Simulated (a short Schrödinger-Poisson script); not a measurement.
Stack: single CdTe/Cd0.9Zn0.1Te quantum well.

| layer | material | thickness (nm) |
|---|---|---|
| 1 | Cd0.9Zn0.1Te | 20 |
| 2 | CdTe | 8 |
| 3 | Cd0.9Zn0.1Te | 20 |

Constants are typed, rounded textbook-type inputs, not results; the design itself was drawn at random and stands for no fabricated device. CdTe: direct gap (eV) 1.5, conduction-band edge (eV) 0, electron mass (mₑ) 0.096, heavy-hole mass 0.6, light-hole mass 0.12. Cd0.9Zn0.1Te: direct gap (eV) 1.56, conduction-band edge (eV) 0.048, electron mass (mₑ) 0.1, heavy-hole mass 0.6, light-hole mass 0.13.

The valence-band edge of each layer lies one gap below its conduction-band edge. The electron's potential energy rises along the stack by the applied field. Mesh 0.03 nm at interfaces.

### Question
Estimate e1 and hh1 for infinitely high walls at zero field, and compare with the finite well.

### Answer
ħ²π²/(2mL²) gives 61.2 meV for the electron and 9.8 meV for the heavy hole. The finite well gives 19.1 and 3.8 meV, 0.31 and 0.39 of the estimates, as the states reach into the barriers (19 % of e1 lies outside the well).

Solved with a short Schrödinger-Poisson script written for these runs: one-band effective-mass equation with BenDaniel-Duke matching, electrons, heavy and light holes apart, hard walls at the outer ends, one valence edge for both holes (no strain splitting), no charge, excitons, band mixing or non-parabolicity; under a field the levels are quasi-bound states of a box, listed while three quarters of their weight lies within 4 nm of the wells.
